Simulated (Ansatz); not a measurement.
The reference is GaP in the zinc blende structure (space group F-43m, No. 216; a = 5.4386 Å). Axes: x, y, z lie along the cube axes.

The values are results of DFT with PBEsol, PAW potentials and a 420 eV plane-wave cutoff in Ansatz (a quantum-chemistry and plane-wave program), no SOC, not measurements.

The change: uniaxial strain ε_zz = −0.50 %, all other strain components held at zero; the atoms relax in the strained cell.

Question: Predict the stress tensor and what it implies for the stiffness.

Answer: Stress of the strained cell less that of the base (GPa, compression positive):
```
   0.31    0.00    0.00
   0.00    0.31    0.00
   0.00    0.00    0.68
```

Then −Δσ_ii/ε with ε = -0.0050 gives relaxed-ion elastic constants: C33 ≈ 135 GPa, C13 ≈ 61 GPa and C23 ≈ 61 GPa.

Gaps are Kohn–Sham eigenvalue differences; semilocal functionals usually give less than the measured gap. Stability against distortions was not tested.
